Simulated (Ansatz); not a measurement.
# A short convergence ladder for AgO (P2_1/c, 8 atoms in the cell)

```
CELL_PARAMETERS angstrom
      5.77984     0.00000     0.00000
      0.00000     3.51371     0.00000
     -1.64077     0.00000     5.26776
ATOMIC_POSITIONS crystal
  Ag 0.00000 0.50000 0.50000
  Ag 0.00000 0.00000 0.00000
  Ag 0.50000 0.50000 0.00000
  Ag 0.50000 0.00000 0.50000
  O  0.70759 0.16593 0.28024
  O  0.29241 0.83407 0.71976
  O  0.29241 0.66593 0.21976
  O  0.70759 0.33407 0.78024
```

Base method: LDA (PW92), default PAW files made with PBE (plane waves; Ansatz, a program for electronic structure).

Base settings: basis.ecutwfc = 420 eV; kpoints.mp_grid.grid = 5 7 5; hamiltonian.xc = lda; hamiltonian.pseudopotentials = {kind: paw} (the program's default PAW files); scf.occupations.method = fermi_dirac; scf.occupations.width = 0.1 eV.

Core times come from one kind of shared machine, to one figure; runs under 30 s give none.

**Zone-centre phonons against the cutoff**

In this ladder: phonons.method = dfpt.

The mesh stays at the base's, so the ladder's end is converged at best in this setting alone.

Frequencies are those of the unrelaxed cell, without the LO-TO term of polar crystals.

Only quantities that move along the ladder and can be compared are tabulated.

| basis.ecutwfc | highest zone-centre frequency (cm⁻¹) | lowest optical frequency (cm⁻¹) | core time / last (rough) |
|---|---|---|---|
| 210 eV | 737.3 | 87.2 | 0.5 |
| 295 eV | 516.4 | 52.7 | 0.6 |
| 355 eV | 528.8 | 52.9 | 0.8 |
| 420 eV | 530.8 | 52.6 | 1 |

Coarsest basis.ecutwfc that holds the highest zone-centre frequency within 10 cm⁻¹ of the last step, with all finer ones: 355 eV; the step before is off by 14 cm⁻¹.

Coarsest basis.ecutwfc that holds the lowest optical frequency within 10 cm⁻¹ of the last step, with all finer ones: 295 eV; the step before is off by 35 cm⁻¹.

On the base run: the starting cell comes from a database of computed structures (which also holds hypothetical and non-ambient phases and stackings), without a prior relaxation at this level. Its lattice was rescaled by up to half a per cent. In the base run, with a pressure of about -6 GPa the cell is away from its equilibrium volume at this level. A gap is left out here, as mesh or smearing make it unsure.

Keys are those of Ansatz 0.2.
